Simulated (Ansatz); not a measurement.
For GaSb (model structure, started from the BN type, Pm-3n, No. 223, 12 atoms in the cell), PBE-D3(BJ) in Ansatz (PAW) gives:

lattice constant a: 7.588 Å
cohesive energy: 2.92 eV/atom

What does r²SCAN+rVV10 in Ansatz (PAW) give for the same quantities?


- lattice constant a: 7.541 Å (drops by 0.6 %)
- cohesive energy: 2.89 eV/atom (shrinks by 0.03 eV/atom)

Changes are worked out from the printed values.

Unless a cell is named, each level is at its own relaxed cell (PBE-D3(BJ) 36.40, r²SCAN+rVV10 35.73 Å³/atom).

Levels without +SOC leave out spin–orbit coupling, which shifts energies and cells of such heavy elements.

Ansatz's density-functional and Hartree–Fock values are scalar-relativistic unless marked +SOC, with PAW data made under PBE.

A model structure was made by putting elements into a prototype or built by hand; it is no filed structure, need not be a known phase, and can be a saddle point held by its symmetry.

Ansatz is a program for electronic structure.
